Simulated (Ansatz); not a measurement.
Base system: Co in the hcp (Mg type) structure (space group P6_3/mmc, No. 194; a = 2.457 Å, c = 3.968 Å; ferromagnetic).

Computed with PBEsol/PAW in Ansatz (an electronic-structure program), without spin-orbit coupling, earlier PAW set.

For the base:

The lattice parameter a is 2.457 Å.

Perturbation: a hydrostatic pressure of 7.5 GPa.

Q: What does the calculation give for the lattice parameter a after the change?

A: The lattice parameter a shrinks by 0.0235 Å, from 2.457 Å to 2.434 Å.

The magnetic state is the one reached from the starting moments; the real material's order can differ, and small cells can't hold many antiferromagnetic ones. Load acts through the strain it causes; cell and atoms are relaxed under it. No phonon test of stability was made. No other phases were tried under pressure.
